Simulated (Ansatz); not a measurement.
## (Au,Pt): AuPt

A 16-atom cell of (Au,Pt) started in the face-centred cubic structure, site fractions Au 0.500, Pt 0.500, short-range order -0.08 among the nearest mixed sites of the first mixed sublattice (0 is random, a negative value favours unlike neighbours), space group F222 at the end, an ordered arrangement that its symmetry holds.

The mixing enthalpy is taken against the end members in the face-centred cubic type, relaxed in the same cell and mesh.

Computed with PBE (plane waves to 420 eV, PAW; Ansatz, a first-principles code). Spin–orbit coupling is left out. Its k-point mesh 6×6×6, Fermi–Dirac width 0.05 eV.

| Quantity | Result |
|---|---|
| volume per atom | 16.73 Å³ |
| Au–Pt bonds (within 1.22 times the sum of covalent radii) | 2.883 Å on average, from 2.828 to 2.929 (52) |
| Au–Au bonds (within 1.22 times the sum of covalent radii) | 2.874 Å on average, from 2.834 to 2.915 (22) |
| Pt–Pt bonds (within 1.22 times the sum of covalent radii) | 2.840 Å on average, from 2.781 to 2.904 (22) |
| mixing enthalpy per site of the mixed sublattice | 57 meV |
| departure of the mean lattice parameter from Vegard's line | under 0.15 %, inside the noise of the relaxations |

```
CELL_PARAMETERS angstrom
      4.03752     4.11226     4.03752
      4.03752    -4.11226     4.03752
      4.02962    -4.11226    -4.02962
ATOMIC_POSITIONS crystal
  Au 0.99939 0.74875 0.74988
  Au 0.25137 0.00049 0.75012
  Pt 0.99952 0.49358 0.49651
  Au 0.49875 0.24939 0.75012
  Au 0.24713 0.75287 0.49427
  Au 0.75049 0.50137 0.74988
  Pt 0.00323 0.25323 0.25000
  Pt 0.49699 0.00991 0.49651
  Pt 0.24677 0.49677 0.25000
  Pt 0.75100 0.24900 0.50201
  Au 0.50006 0.75006 0.25000
  Pt 0.99900 0.00100 0.99799
  Pt 0.24358 0.24952 0.00349
  Au 0.74994 0.99994 0.25000
  Au 0.50287 0.49713 0.00573
  Pt 0.75991 0.74699 0.00349
```
